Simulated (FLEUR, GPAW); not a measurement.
A GPAW input for a self-consistent single point of Rb (Im-3m, 1 atom in the cell) (DFT PBE, plane waves, GPAW PAW datasets PBE (gpaw-data 1.0.1)):

```python
from ase import Atoms
from ase.units import GPa
from gpaw import GPAW, PW

atoms = Atoms(['Rb'],
              cell=[[-2.726972, 2.726972, 2.726972],
                    [2.726972, -2.726972, 2.726972],
                    [2.726972, 2.726972, -2.726972]],
              scaled_positions=[[0.000000, 0.000000, 0.000000]],
              pbc=True)

calc = GPAW(mode=PW(600),
            xc='PBE',
            kpts=(11, 11, 11),
            occupations={'name': 'methfessel-paxton', 'width': 0.272, 'order': 0},
            nbands=-9,
            convergence={'forces': 0.001},
            symmetry={'symmorphic': False, 'tolerance': 0.0005},
            maxiter=150)

atoms.calc = calc

energy = atoms.get_potential_energy()
print('Energy (eV):', round(energy, 6))
forces = atoms.get_forces()
print('Forces (eV/Ang):')
print(forces.round(5))
stress = atoms.get_stress()
print('Stress (GPa, Voigt):', (stress / GPa).round(4))
```

Task: Translate this input to FLEUR.

Result: One input that does it (others would too):

Input of the input generator:

```
Rb
&input film=f /
-5.1532302295 5.1532302295 5.1532302295
5.1532302295 -5.1532302295 5.1532302295
5.1532302295 5.1532302295 -5.1532302295
1.0
1.0 1.0 1.0

1
37 0.0000000000 0.0000000000 0.0000000000

&comp jspins=1 /
&kpt div1=11 div2=11 div3=11 /
&end /
```

```xml
<?xml version="1.0" encoding="UTF-8" standalone="no"?>
<fleurInput fleurInputVersion="0.39">
   <comment>
      Rb                                                                                                  
   </comment>
   <calculationSetup>
      <cutoffs Kmax="3.8" Gmax="15.2" GmaxXC="15.2" numbands="0"/>
      <scfLoop itmax="60" minDistance="0.00001" maxIterBroyd="15" imix="Anderson" alpha="0.05" precondParam="0.0" spinf="2.0"/>
      <coreElectrons ctail="T" frcor="F" kcrel="0" coretail_lmax="0"/>
      <xcFunctional name="pbe" relativisticCorrections="F"/>
      <magnetism jspins="1"/>
      <soc l_soc="F" theta="0.0" phi="0.0" spav="F"/>
      <expertModes spex="0" secvar="F"/>
      <geometryOptimization l_f="T" forcealpha="1.0" forcemix="BFGS" epsdisp="0.00001" epsforce="0.00001"/>
      <ldaU l_linMix="F" mixParam="0.05" spinf="1.0"/>
   </calculationSetup>
   <cell>
      <bzIntegration valenceElectrons="9.0" mode="gauss" fermiSmearingEnergy="0.00999582">
         <kPointListSelection listName="default-1"/>
         <!-- k-points included here -->
         <xi:include xmlns:xi="http://www.w3.org/2001/XInclude" href="kpts.xml"> </xi:include>
      </bzIntegration>
      <!-- symmetry operations included here -->
      <xi:include xmlns:xi="http://www.w3.org/2001/XInclude" href="sym.xml"> </xi:include>
      <bulkLattice scale="1.0">
         <bravaisMatrix>
            <row-1>   -5.1532302295000001     5.1532302295000001     5.1532302295000001</row-1>
            <row-2>    5.1532302295000001    -5.1532302295000001     5.1532302295000001</row-2>
            <row-3>    5.1532302295000001     5.1532302295000001    -5.1532302295000001</row-3>
         </bravaisMatrix>
      </bulkLattice>
   </cell>
   <atomSpecies>
      <species name="Rubidium (Rb)" element="Rb" atomicNumber="37">
         <mtSphere radius="2.68" gridPoints="925" logIncrement="0.014"/>
         <atomicCutoffs lmax="10" lnonsphr="8"/>
         <electronConfig flipSpins="F">
            <coreConfig>(1s1/2) (2s1/2) (2p1/2) (2p3/2) (3s1/2) (3p1/2) (3p3/2) (3d3/2) (3d5/2)</coreConfig>
            <valenceConfig>(4s1/2) (4p1/2) (4p3/2) (5s1/2)</valenceConfig>
            <stateOccupation state="(5s1/2)" spinUp="0.5" spinDown="0.5"/>
         </electronConfig>
         <energyParameters s="5" p="5" d="4" f="4"/>
         <lo type="SCLO" l="0" n="4" eDeriv="0"/>
         <lo type="SCLO" l="1" n="4" eDeriv="0"/>
      </species>
   </atomSpecies>
   <atomGroups>
      <atomGroup species="Rubidium (Rb)">
         <relPos label="                   1">.0000000000 .0000000000 .0000000000</relPos>
         <force calculate="T" relaxXYZ="TTT"/>
      </atomGroup>
   </atomGroups>
   <output dos="F" band="F" slice="F">
      <checks vchk="F" cdinf="F"/>
      <bandDOS minEnergy="-.5*Htr" maxEnergy="0.5*Htr" sigma="0.015" storeEVData="T"/>
      <vacuumDOS vacdos="F" integ="F" star="F" nstars="0" locx1="0.0" locy1="0.0" locx2="0.0" locy2="0.0" nstm="0" tworkf="0.0"/>
      <unfoldingBand unfoldBand="F" supercellX="1" supercellY="1" supercellZ="1"/>
      <plotting iplot="0" polar="F">
         <plot TwoD="T" vec1="  1.0  0.0  0.0" vec2="  0.0  1.0  0.0" vec3="  0.0  0.0  1.0" zero="  0.0  0.0  0.0" file="plot"/>
      </plotting>
      <chargeDensitySlicing numkpt="0" minEigenval="0.0" maxEigenval="0.0" nnne="0" pallst="F"/>
      <specialOutput eonly="F"/>
      <magneticCircularDichroism mcd="F" energyLo="-10.0" energyUp="0.0"/>
   </output>
  <!-- We include the file relax.xml here to enable relaxations (see documentation) -->
  <xi:include xmlns:xi="http://www.w3.org/2001/XInclude" href="relax.xml"> <xi:fallback/> </xi:include>
</fleurInput>
```

Basis, cutoffs, solver keys and any potentials are the target program's own. This input uses DFT, PBE, all-electron FLAPW (FLEUR), scalar-relativistic valence.

The starting cell has typed, rounded lattice constants, without a prior relaxation at this level. Its lattice was rescaled by a random factor within 2.5 % of one. For this run, on top of that: lattice scaled by 0.98.
